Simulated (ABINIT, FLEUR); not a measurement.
A FLEUR input for a self-consistent single point of Al₃Sc (Pm-3m, 4 atoms in the cell) (DFT, PBE, all-electron FLAPW (FLEUR), scalar-relativistic valence):

Input of the input generator:

```
Al3Sc FLAPW
&input film=f /
7.4554873466 0.0000000000 0.0000000000
0.0000000000 7.4554873466 0.0000000000
0.0000000000 0.0000000000 7.4554873466
1.0
1.0 1.0 1.0

4
21 0.0000000000 0.0000000000 0.0000000000
13 0.0000000000 0.5000000000 0.5000000000
13 0.5000000000 0.0000000000 0.5000000000
13 0.5000000000 0.5000000000 0.0000000000

&comp jspins=1 /
&kpt div1=7 div2=7 div3=7 /
&end /
```

```xml
<?xml version="1.0" encoding="UTF-8" standalone="no"?>
<fleurInput fleurInputVersion="0.39">
   <comment>
      Al3Sc FLAPW                                                                                         
   </comment>
   <calculationSetup>
      <cutoffs Kmax="4.1" Gmax="16.4" GmaxXC="16.4" numbands="0"/>
      <scfLoop itmax="100" minDistance="0.00001" maxIterBroyd="25" imix="Anderson" alpha="0.05" precondParam="0.0" spinf="2.0"/>
      <coreElectrons ctail="T" frcor="F" kcrel="0" coretail_lmax="0"/>
      <xcFunctional name="pbe" relativisticCorrections="F"/>
      <magnetism jspins="1"/>
      <soc l_soc="F" theta="0.0" phi="0.0" spav="F"/>
      <expertModes spex="0" secvar="F"/>
      <geometryOptimization l_f="T" forcealpha="1.0" forcemix="BFGS" epsdisp="0.00001" epsforce="0.00001"/>
      <ldaU l_linMix="F" mixParam="0.05" spinf="1.0"/>
   </calculationSetup>
   <cell>
      <bzIntegration valenceElectrons="20.0" mode="hist" fermiSmearingEnergy="0.00499791">
         <kPointListSelection listName="default-1"/>
         <!-- k-points included here -->
         <xi:include xmlns:xi="http://www.w3.org/2001/XInclude" href="kpts.xml"> </xi:include>
      </bzIntegration>
      <!-- symmetry operations included here -->
      <xi:include xmlns:xi="http://www.w3.org/2001/XInclude" href="sym.xml"> </xi:include>
      <bulkLattice scale="1.0">
         <bravaisMatrix>
            <row-1>    7.4554873466000000     0.0000000000000000     0.0000000000000000</row-1>
            <row-2>    0.0000000000000000     7.4554873466000000     0.0000000000000000</row-2>
            <row-3>    0.0000000000000000     0.0000000000000000     7.4554873466000000</row-3>
         </bravaisMatrix>
      </bulkLattice>
   </cell>
   <atomSpecies>
      <species name="Scandium (Sc)" element="Sc" atomicNumber="21">
         <mtSphere radius="2.68" gridPoints="925" logIncrement="0.013"/>
         <atomicCutoffs lmax="10" lnonsphr="8"/>
         <electronConfig flipSpins="F">
            <coreConfig>(1s1/2) (2s1/2) (2p1/2) (2p3/2)</coreConfig>
            <valenceConfig>(3s1/2) (3p1/2) (3p3/2) (4s1/2) (3d3/2) (3d5/2)</valenceConfig>
            <stateOccupation state="(3d3/2)" spinUp="0.2" spinDown="0.2"/>
            <stateOccupation state="(3d5/2)" spinUp="0.3" spinDown="0.3"/>
         </electronConfig>
         <energyParameters s="4" p="4" d="3" f="4"/>
         <lo type="SCLO" l="0" n="3" eDeriv="0"/>
         <lo type="SCLO" l="1" n="3" eDeriv="0"/>
      </species>
      <species name="Aluminum (Al)" element="Al" atomicNumber="13">
         <mtSphere radius="1.98" gridPoints="685" logIncrement="0.017"/>
         <atomicCutoffs lmax="8" lnonsphr="6"/>
         <electronConfig flipSpins="F">
            <coreConfig>(1s1/2) (2s1/2) (2p1/2) (2p3/2)</coreConfig>
            <valenceConfig>(3s1/2) (3p1/2) (3p3/2)</valenceConfig>
            <stateOccupation state="(3p1/2)" spinUp="0.1666666666667" spinDown="0.1666666666667"/>
            <stateOccupation state="(3p3/2)" spinUp="0.3333333333333" spinDown="0.3333333333333"/>
         </electronConfig>
         <energyParameters s="3" p="3" d="3" f="4"/>
      </species>
   </atomSpecies>
   <atomGroups>
      <atomGroup species="Scandium (Sc)">
         <relPos label="                   1">.0000000000 .0000000000 .0000000000</relPos>
         <force calculate="T" relaxXYZ="TTT"/>
      </atomGroup>
      <atomGroup species="Aluminum (Al)">
         <relPos label="                   2">.0000000000 1.000/2.000 1.000/2.000</relPos>
         <relPos label="                   3">1.000/2.000 .0000000000 1.000/2.000</relPos>
         <relPos label="                   4">1.000/2.000 1.000/2.000 .0000000000</relPos>
         <force calculate="T" relaxXYZ="TTT"/>
      </atomGroup>
   </atomGroups>
   <output dos="F" band="F" slice="F">
      <checks vchk="F" cdinf="F"/>
      <bandDOS minEnergy="-.5*Htr" maxEnergy="0.5*Htr" sigma="0.015" storeEVData="T"/>
      <vacuumDOS vacdos="F" integ="F" star="F" nstars="0" locx1="0.0" locy1="0.0" locx2="0.0" locy2="0.0" nstm="0" tworkf="0.0"/>
      <unfoldingBand unfoldBand="F" supercellX="1" supercellY="1" supercellZ="1"/>
      <plotting iplot="0" polar="F">
         <plot TwoD="T" vec1="  1.0  0.0  0.0" vec2="  0.0  1.0  0.0" vec3="  0.0  0.0  1.0" zero="  0.0  0.0  0.0" file="plot"/>
      </plotting>
      <chargeDensitySlicing numkpt="0" minEigenval="0.0" maxEigenval="0.0" nnne="0" pallst="F"/>
      <specialOutput eonly="F"/>
      <magneticCircularDichroism mcd="F" energyLo="-10.0" energyUp="0.0"/>
   </output>
  <!-- We include the file relax.xml here to enable relaxations (see documentation) -->
  <xi:include xmlns:xi="http://www.w3.org/2001/XInclude" href="relax.xml"> <xi:fallback/> </xi:include>
</fleurInput>
```

**Question.** Give the ABINIT input for the same structure, mesh, smearing and functional.

**Answer.** This is the input that was run; spellings and numerical settings could be chosen otherwise.

```
# Al3Sc, PseudoDojo nc-sr-05 PBE standard
pp_dirpath "./"
pseudos "Sc.upf, Al.upf"
acell 7.4554873466 7.4554873466 7.4554873466
rprim
         1.0000000000    0.0000000000    0.0000000000
         0.0000000000    1.0000000000    0.0000000000
         0.0000000000    0.0000000000    1.0000000000
natom 4
ntypat 2
znucl 21 13
typat 1 2 2 2
xred
         0.0000000000    0.0000000000    0.0000000000
         0.0000000000    0.5000000000    0.5000000000
         0.5000000000    0.0000000000    0.5000000000
         0.5000000000    0.5000000000    0.0000000000
ecut 39
occopt 3
tsmear 0.136 eV
nband 15
kptopt 1
ngkpt 7 7 7
nshiftk 1
shiftk 0 0 0
nstep 80
toldfe 1.0e-09
prtwf 0
prtden 0
```

Basis, cutoffs, solver keys and any potentials are the target program's own. This input uses DFT, PBE, plane waves, norm-conserving pseudopotentials (PseudoDojo nc-sr-05 PBE standard).

The starting cell has typed, rounded lattice constants, without a prior relaxation at this level. Its lattice was rescaled by a random factor within 2.5 % of one. For this run, on top of that: lattice scaled by 0.98.
